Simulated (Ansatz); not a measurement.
Effect of x(Fe) = 0.75, 8 atoms, I4/mmm on CdO

The reference is CdO in the rock salt structure (space group Fm-3m, No. 225; a = 4.690 Å).

The other end (x = 1) is FeO in the rock salt structure (space group Fm-3m, No. 225; ferromagnetic): 9.57 Å³/atom, gap zero.

One thing is altered: Fe replaces 75.0 % of the Cd, ordered in a cell of 8 atoms (starting symmetry I4/mmm) and fully relaxed.

Level of theory: PBEsol in Ansatz (plane waves to 420 eV, PAW, no SOC). Γ-centred 14×14×14 mesh, Fermi–Dirac width 0.05 eV, for the changed cell.

The density falls by 1.492 g/cm³ (8.27 g/cm³ → 6.77 g/cm³) and the shortest interatomic distance drops by 0.297 Å (2.345 Å → 2.048 Å). The band gap remains zero and the magnetic state becomes ferromagnetic (base: not spin-polarised). The largest site moment goes from zero to 3.42 μB and the mixing energy is +0.13 eV/atom (to 0.01 eV only: unlike meshes or grids). The deviation of the volume from the linear (Vegard-type) interpolation comes out as +1.3 % and the mean first-shell distances amounts to Cd–O 2.233 Å (end compound 2.345 Å), Fe–O 2.180 Å (end compound 2.123 Å).

Each cell is one ordered arrangement of few atoms, which overstates ordering effects compared with a random alloy. Whether these cells are dynamically stable was not tested. No Hubbard U is applied and the magnetic state is the run's own (CdFe3O4 ferromagnetic; FeO ferromagnetic); small cells can't hold the antiferromagnetic order that many such compounds have, so gaps and moments can be off. Spin-polarised in the final run: CdFe3O4 and FeO; the other runs are not. In its common phase, real FeO is an antiferromagnetic insulator at low temperature. The zero or small gap of CdO can change with the level of theory.

Ansatz is an electronic-structure program.
